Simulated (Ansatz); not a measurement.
# Response to strain in HfN

The parent structure is HfN in the rock salt structure (space group Fm-3m, No. 225; relaxed with 0.1 eV smearing).

```yaml
crystal:
  lattice:
    - [0.00000, 2.25092, 2.25092]
    - [2.25092, 0.00000, 2.25092]
    - [2.25092, 2.25092, 0.00000]
  atoms:
    - { symbol: N, position: [0.00000, 0.00000, 0.00000] }
    - { symbol: Hf, position: [0.50000, 0.50000, 0.50000] }
```

Cartesian axes are those of the cell as printed.

Strains are applied to the cell and any free atomic positions relax; under biaxial strain the out-of-plane vector relaxes too.

Computed with PBEsol (Ansatz, an electronic-structure program; PAW; 420 eV plane waves; no spin-orbit coupling).

Candidates:
(a) biaxial strain −3.87 %, plane normal [001], relaxed out of plane
(b) biaxial strain −3.00 %, plane normal [001], relaxed out of plane
(c) tensor shear ε_xz = −1.35 %

Notes on the quantities. energy relative to the base: free energy F.

Question: Order them by energy relative to the base, lowest first.

Answer: (c) tensor shear ε_xz = −1.35 % (+3.2 meV/atom), (b) biaxial strain −3.00 %, plane normal [001], relaxed out of plane (+51 meV/atom), (a) biaxial strain −3.87 %, plane normal [001], relaxed out of plane (+87 meV/atom)

Stability against distortions was not tested. The final runs are not spin-polarised. An odd electron count without spin: HfN.
